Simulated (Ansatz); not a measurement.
**BaTiO3: stress against strain**

BaTiO3 (cubic perovskite, Pm-3m, 12.182 Å³/atom at rest) under an equal strain ε in the (001) plane with the normal axis free, as in a coherent film. LDA in Ansatz, a plane-wave DFT program (PAW, default set), 420 eV, 8×8×8 Γ-centred mesh, Fermi-Dirac smearing 0.05 eV; ions are relaxed within the symmetry of each cell. Stress is positive for a compressed cell.

Here s stands for strain and y for stress xx.

```csv
strain (%),stress xx (GPa)
-3.00,?
-1.20,4.95
-0.60,2.39
0.00,-0.01
0.60,-2.25
1.20,-4.36
```

Question: Using a straight line, estimate the missing y at s = -3.00 from the other rows, showing the fit.

Answer: Means: s 0, y 0.144. About the means, the sum of products is -13.956 and the sum of squares of s is 3.6000; the slope is their ratio. Least squares gives y = 0.144 - 3.8767·s. Residuals (row less fit): 0.154, -0.080, -0.154, -0.068, 0.148; standard error 0.164 (degrees of freedom: 3). The slope gives the biaxial elastic modulus of this plane = 388 ± 9 GPa. At the withheld row, y = 0.144 - 3.8767 × (-3.0) = 11.774 GPa. The calculation gives 13.71 GPa, 1.936 GPa above the prediction (10.7 % of the range of y in the table). The row lies outside the fitted rows, so this is an extrapolation. From the scatter of the fitted rows alone, a prediction at this place has a standard error of 0.315 GPa, so the miss is 6.1 times that.

One order more, fitted to all 11 runs of the series, follows each within 0.07, so the miss is the next term of a smooth law. The primitive cell can neither tilt nor turn polar against its symmetry, as such crystals can under strain. BaTiO3 is here the ideal cubic form; the compound distorts at low or room temperature. Rows are the converged runs of the series near zero and its far end; series whose fitted rows scatter by over a few per cent of the range, as at a crossing or softening among them, aren't shown in this form. Most that stay on the fit to the last digits aren't either.
